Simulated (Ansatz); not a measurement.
Take Be in the hcp (Mg type) structure (space group P6_3/mmc, No. 194; a = 2.255 Å, c = 3.558 Å; relaxed with 0.1 eV smearing) as the base.

The values are results of PBEsol, PAW, 420 eV (Ansatz, a first-principles code; without spin-orbit coupling), not measurements.

Before the change:

| Quantity | Value |
|---|---|
| Pressure | 0.0 GPa |

The change: an isotropic linear strain of +0.50 %; the atoms relax in the strained cell.

Problem. What does the calculation give for the energy relative to the base after the change?

Solution. The energy increases by 0.7 meV/atom.

Problem. How does this affect the pressure?

Solution. The pressure (mean of the normal stresses, compression positive) goes from zero to -1.8 GPa.

No phonon test of stability was made.
